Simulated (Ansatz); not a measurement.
**Ru: response to strain**

Consider Ru in the hcp (Mg type) structure (space group P6_3/mmc, No. 194; relaxed with 0.1 eV smearing).

Space group P6₃/mmc (No. 194); a = 2.722 Å, b = 2.722 Å, c = 4.294 Å, α = 90.00°, β = 90.00°, γ = 120.00°

| atom | site | symmetry | x | y | z |
|---|---|---|---|---|---|
| Ru | 2c | -6m2 | 0.3333 | 0.6667 | 0.2500 |

Strains are applied to the cell and any free atomic positions relax.

Calculations: Kohn–Sham DFT with the PBE functional, run in Ansatz (an electronic-structure program) with PAW and 420 eV plane waves, without spin-orbit coupling.

Notes on the quantities. pressure: mean of the normal stresses, compression positive; energy relative to the base: free energy F.

```json
[
 {"change": "base", "pressure": "0.0 GPa", "energy relative to the base": "0 meV/atom", "shortest interatomic distance": "2.661 Å"},
 {"change": "isotropic strain −3.00 %", "pressure": "35.5 GPa", "energy relative to the base": "+122 meV/atom", "shortest interatomic distance": "2.581 Å"},
 {"change": "isotropic strain −2.50 %", "pressure": "28.4 GPa", "energy relative to the base": "+83 meV/atom", "shortest interatomic distance": "2.594 Å"},
 {"change": "isotropic strain −2.00 %", "pressure": "21.8 GPa", "energy relative to the base": "+52 meV/atom", "shortest interatomic distance": "2.607 Å"},
 {"change": "isotropic strain −1.50 %", "pressure": "15.8 GPa", "energy relative to the base": "+29 meV/atom", "shortest interatomic distance": "2.621 Å"},
 {"change": "isotropic strain +1.00 %", "pressure": "-8.6 GPa", "energy relative to the base": "+12 meV/atom", "shortest interatomic distance": "2.687 Å"},
 {"change": "isotropic strain +1.50 %", "pressure": "-12.5 GPa", "energy relative to the base": "+26 meV/atom", "shortest interatomic distance": "2.701 Å"},
 {"change": "isotropic strain +2.00 %", "pressure": "-16.0 GPa", "energy relative to the base": "+45 meV/atom", "shortest interatomic distance": "2.714 Å"},
 {"change": "isotropic strain +2.50 %", "pressure": "(withheld)", "energy relative to the base": "(withheld)", "shortest interatomic distance": "2.727 Å"},
 {"change": "isotropic strain +3.00 %", "pressure": "-22.2 GPa", "energy relative to the base": "+97 meV/atom", "shortest interatomic distance": "2.740 Å"}
]
```

Q: Fill in the withheld entries from the trend.

A: 
- isotropic strain +2.50 %, pressure: -19.2 GPa
- isotropic strain +2.50 %, energy relative to the base: +68 meV/atom

No phonon test of stability was made. The final runs are not spin-polarised.
